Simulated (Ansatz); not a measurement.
Input:

```
GaN
1.0
    3.25896     0.00000     0.00000
   -1.62948     2.75619     0.00000
    0.00000     0.00000     5.18543
Ga N
2 2
Direct
  0.33276   0.66552   0.99923
  0.66724   0.33448   0.49923
  0.33101   0.66201   0.37777
  0.66899   0.33799   0.87777
```

No spin polarisation.

Calculations: PBEsol/PAW in Ansatz (a quantum-chemistry and plane-wave program), spin-orbit coupling left out. Γ-centred 12×12×7 mesh, Fermi–Dirac width 0.05 eV.

### Question
Estimate the stress (xx, yy, zz, yz, xz, xy; compression positive).

### Answer
(-7.82, -2.87, -2.09, 0.00, 0.00, 0.00) GPa.

### Question
Predict the gap character.

### Answer
Direct at Γ.

The cells carry an imposed strain or load. Stability against distortions was not tested. The cell was made from GaN in the wurtzite structure (space group P6_3mc, No. 186) by this change: uniaxial strain ε_xx = +2.40 %.
